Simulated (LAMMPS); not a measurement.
An MD run on GaN (wurtzite), 896 atoms, at 1620 K and 0 GPa, heated as the crystal.

Computed with classical MD, pair style sw, file GaN.sw; code LAMMPS.

Starting crystal:

Space group P6₃mc (No. 186); a = 3.190 Å, b = 3.190 Å, c = 5.190 Å, α = 90.00°, β = 90.00°, γ = 120.00°

```
atom  site  symmetry       x       y       z
----  ----  --------  ------  ------  ------
Ga      2b       3m.  0.6667  0.3333  0.0000
N       2b       3m.  0.3333  0.6667  0.1230
```
(The calculation used a cell of 8 atoms; values per cell refer to that cell.)

### Question
What does the simulation give for the enthalpy per atom, the most common N-Ga-N angle, the density, the first peak of g(r), Ga-N?

### Answer
enthalpy per atom: -3.9146 ± 0.0008 eV; most common N-Ga-N angle: in the 3° bin centred on 109.5° (mean of all 109°); density: 5.9109 ± 0.0002 g/cm³; first peak of g(r), Ga-N: 1.96 Å, height 8.9.
